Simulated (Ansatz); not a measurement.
Consider Re in the hcp (Mg type) structure (space group P6_3/mmc, No. 194; a = 2.752 Å, c = 4.440 Å; relaxed with 0.1 eV smearing). Axes: x lies along a and z along c of the hexagonal cell.

Computed with PBEsol/PAW in Ansatz (an electronic-structure program), no spin-orbit coupling.

Base values:

The shortest interatomic distance comes out as 5.159 bohr.

Now apply this change: biaxial strain −1.00 %, plane normal [001], relaxed out of plane (Cartesian); in-plane vectors clamped, the third vector and the atoms free.

Q: How does this affect the shortest interatomic distance?

A: The shortest interatomic distance decreases by 0.011 bohr (5.159 bohr → 5.148 bohr).

Q: What happens to the in-plane stress?

A: The mean in-plane stress (compression positive) amounts to +8.3 GPa.

No phonon test of stability was made. The final runs are not spin-polarised.
